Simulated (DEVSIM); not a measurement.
# abrupt InP n-p junction

Device: abrupt InP n-p junction, at 400 K.

```tsv
layer (left to right)	material	thickness (μm)	Nd (cm⁻³)	Na (cm⁻³)	τn (s)	τp (s)
1	InP	98.0	1.2e16	-	1.1e-9	1.1e-9
2	InP	6.10	-	5e16	1.1e-9	1.1e-9
```

Left contact: ohmic. Right contact: ohmic. Voltage is applied to the left contact. Recombination: SRH at mid-gap, Auger. Mobility is μmin + (μ − μmin)/(1 + (N/Nref)^α).

Constants are typed, rounded textbook-type inputs, not results; the design itself was drawn at random and stands for no fabricated device. Values at 300 K; Nc and Nv go as T^1.5, mobilities as T to minus their exponent, the gap by Varshni's rule with the affinity fixed.

| parameter | InP |
|---|---|
| gap (eV) | 1.344 |
| affinity (eV) | 4.38 |
| permittivity | 12.5 |
| Nc (cm⁻³) | 5.7e17 |
| Nv (cm⁻³) | 1.1e19 |
| μn (cm²/Vs) | 5200 |
| μp (cm²/Vs) | 170 |
| μn,min | 400 |
| μp,min | 10 |
| Nref,n | 3e17 |
| Nref,p | 4.9e17 |
| αn | 0.47 |
| αp | 0.62 |
| T exponent of μn | 2 |
| T exponent of μp | 2 |
| Cn (cm⁶/s) | 9e-31 |
| Cp (cm⁶/s) | 9e-31 |
| Varshni α (eV/K) | 0.000363 |
| Varshni β (K) | 162 |

Model (solved in DEVSIM): 1D drift-diffusion, Boltzmann statistics, complete ionisation; no tunnelling, impact ionisation, image-force lowering or self-heating.

The potential step across the device at zero bias comes out as 0.963 V. The largest field in the device at zero bias is 50000 V/cm and the dark forward voltage at 1 A/cm² is 0.715 V. The dark forward voltage at 100 A/cm² is 1.148 V.

Dark forward current:

```json
[
 {"V (V)": "-0.05", "J (A/cm²)": "-5.5e-6"},
 {"V (V)": "-0.15", "J (A/cm²)": "-3.9e-5"},
 {"V (V)": "-0.25", "J (A/cm²)": "-0.00020"},
 {"V (V)": "-0.35", "J (A/cm²)": "-0.00095"},
 {"V (V)": "-0.40", "J (A/cm²)": "-0.0021"},
 {"V (V)": "-0.50", "J (A/cm²)": "-0.011"},
 {"V (V)": "-0.60", "J (A/cm²)": "-0.077"},
 {"V (V)": "-0.70", "J (A/cm²)": "-0.71"},
 {"V (V)": "-0.80", "J (A/cm²)": "-6.2"},
 {"V (V)": "-0.90", "J (A/cm²)": "-24"},
 {"V (V)": "-0.95", "J (A/cm²)": "-37"},
 {"V (V)": "-1.05", "J (A/cm²)": "-67"},
 {"V (V)": "-1.15", "J (A/cm²)": "-100"},
 {"V (V)": "-1.25", "J (A/cm²)": "-140"},
 {"V (V)": "-1.35", "J (A/cm²)": "-170"},
 {"V (V)": "-1.45", "J (A/cm²)": "-210"},
 {"V (V)": "-1.50", "J (A/cm²)": "-230"},
 {"V (V)": "-1.60", "J (A/cm²)": "-270"},
 {"V (V)": "-1.70", "J (A/cm²)": "-310"},
 {"V (V)": "-1.80", "J (A/cm²)": "-350"}
]
```

Small-signal capacitance in reverse bias (quasi-static):

```csv
V (V),C (nF/cm²)
0.4,25.8
1,21.3
2,17.2
3,14.8
4,13.2
6,11.2
8,9.82
10,8.88
13,7.86
16,7.13
20,6.41
```
